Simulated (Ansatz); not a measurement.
**Step by step: energy of one form of ZrO2 over another**

This concerns the energy of one form of ZrO2 over another. The value is E(A) − E(B), in meV per atom.

A: ZrO2 (fluorite, Fm-3m), 3 atoms in the cell. Conventional cell: a = 5.116 Å, b = 5.116 Å, c = 5.116 Å, α = 90.00°, β = 90.00°, γ = 90.00°.

B: ZrO2 (P2₁/c), 12 atoms in the cell.
```xyz
12
Lattice="5.1895 0.0000 -0.0120 0.0000 5.2421 0.0000 -0.8921 0.0000 5.3037" Properties=species:S:1:pos:R:3 pbc="T T T"
Zr     3.0537     5.0125     4.1811
Zr     1.2437     0.2296     1.1106
Zr     0.7977     2.3915     3.7625
Zr     3.4997     2.8506     1.5292
O     -0.4210     0.9102     4.5073
O      4.7184     4.3319     0.7844
O      4.2724     3.5313     3.4363
O      0.0251     1.7109     1.8554
O      2.8273     1.3459     0.1232
O      1.4701     3.8962     5.1685
O      1.9162     3.9670     2.5167
O      2.3813     1.2751     2.7750
```

Ansatz (an electronic-structure program) with PAW potentials; structures come from PBE relaxations, nuclei static, no net charge. Ansatz runs with its default PAW set. Other levels take these structures. The lattices are those relaxed with PBE, so at other levels the solids can be strained. A dispersion term (D3(BJ), or D4 for r2SCAN) was computed beside these levels and is taken off wherever the name lacks it. No phonons were computed, so the higher form may be unstable once its symmetry is let go.

Total energies of the cells in eV, at zero smearing width. They compare only within one column; the weights balance every element.

```csv
cell,atoms,weight,r2SCAN
A: ZrO2 (fluorite),3,+4,-5338.05304
B: ZrO2 (P2₁/c),12,−1,-21352.88339
```

r2SCAN: 4 × (-5338.05304) − (-21352.88339) = 0.671 eV; dividing by 12 atoms gives 56 meV/atom.

What follows from the r2SCAN value: Against the thermal energy at 300 K, k_BT = 25.9 meV, the difference of 55.9 meV per atom is 2.2 k_BT. To turn the order at 1000 K, where k_BT = 86.2 meV, the higher one would need 0.65 k_B per atom more entropy.
